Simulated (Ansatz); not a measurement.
Base system: GaP in the zinc blende structure (space group F-43m, No. 216; a = 5.439 Å).

Level of theory: PBEsol/PAW in Ansatz (a first-principles code), spin-orbit coupling left out.

For the base:

- Band gap: 1.45 eV
- Pressure: 0.00 GPa

Perturbation: an isotropic linear strain of +1.00 %; the atoms relax in the strained cell.

Problem. How does this affect the band gap?

Solution. The band gap rises by 0.052 eV, from 1.45 eV to 1.51 eV.

Problem. What happens to the pressure?

Solution. The pressure goes from zero to -2.37 GPa.

Semilocal Kohn–Sham gaps tend to fall short of experiment. Whether these cells are dynamically stable was not tested.
